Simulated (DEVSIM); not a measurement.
**Si n-i-p diode**

Structure: Si n-i-p diode, at 300 K.

```csv
layer (left to right),material,thickness (μm),Nd (cm⁻³),Na (cm⁻³),τn (s),τp (s)
1,Si,1.90,1.4e19,-,0.00017,0.00017
2,Si,12.0,-,1.6e12,0.00017,0.00017
3,Si,4.20,-,1.9e17,0.00017,0.00017
```

Left contact: ohmic. Right contact: ohmic. Voltage is applied to the left contact. Recombination: SRH at mid-gap, radiative. Gap narrowing is on: ΔEg = 6.92 meV × (l + √(l² + 0.5)), l = ln(N/1.3e17 cm⁻³), shared equally by both band edges. Mobility is μmin + (μ − μmin)/(1 + (N/Nref)^α).

Constants are typed, rounded textbook-type inputs, not results; the design itself was drawn at random and stands for no fabricated device. Values at 300 K.

```tsv
parameter	Si
gap (eV)	1.124
affinity (eV)	4.05
permittivity	11.7
Nc (cm⁻³)	2.86e19
Nv (cm⁻³)	3.1e19
μn (cm²/Vs)	1417
μp (cm²/Vs)	470
μn,min	52
μp,min	45
Nref,n	9.7e16
Nref,p	2.2e17
αn	0.68
αp	0.72
B (cm³/s)	4.7e-15
```

Simulated with DEVSIM: 1D drift-diffusion, Boltzmann statistics, complete ionisation; no tunnelling, impact ionisation, image-force lowering or self-heating.

| Item | Value |
|---|---|
| Potential step across the device at zero bias | 0.937 V |
| Dark forward voltage at 1 A/cm² | 0.674 V |
| Dark forward voltage at 100 A/cm² | 0.803 V |

Dark forward current:

```json
[
 {"V (V)": "-0.05", "J (A/cm²)": "-2.3e-9"},
 {"V (V)": "-0.10", "J (A/cm²)": "-9.3e-9"},
 {"V (V)": "-0.15", "J (A/cm²)": "-3.4e-8"},
 {"V (V)": "-0.20", "J (A/cm²)": "-1.2e-7"},
 {"V (V)": "-0.25", "J (A/cm²)": "-4.8e-7"},
 {"V (V)": "-0.30", "J (A/cm²)": "-1.9e-6"},
 {"V (V)": "-0.35", "J (A/cm²)": "-8.0e-6"},
 {"V (V)": "-0.40", "J (A/cm²)": "-3.8e-5"},
 {"V (V)": "-0.45", "J (A/cm²)": "-0.00021"},
 {"V (V)": "-0.50", "J (A/cm²)": "-0.0013"},
 {"V (V)": "-0.55", "J (A/cm²)": "-0.0088"},
 {"V (V)": "-0.60", "J (A/cm²)": "-0.060"},
 {"V (V)": "-0.65", "J (A/cm²)": "-0.40"},
 {"V (V)": "-0.70", "J (A/cm²)": "-2.7"},
 {"V (V)": "-0.75", "J (A/cm²)": "-17"},
 {"V (V)": "-0.80", "J (A/cm²)": "-93"},
 {"V (V)": "-0.85", "J (A/cm²)": "-410"},
 {"V (V)": "-0.90", "J (A/cm²)": "-1400"},
 {"V (V)": "-0.95", "J (A/cm²)": "-3800"}
]
```

Dark reverse current:

| V (V) | J (A/cm²) |
|---|---|
| 0.04 | 7.6e-10 |
| 0.10 | 1.4e-9 |
| 0.20 | 2.0e-9 |
| 0.30 | 2.5e-9 |
| 0.40 | 2.9e-9 |
| 0.60 | 3.4e-9 |
| 0.80 | 3.7e-9 |
| 1.00 | 4.0e-9 |
| 1.30 | 4.3e-9 |
| 1.60 | 4.5e-9 |
| 2.00 | 4.7e-9 |
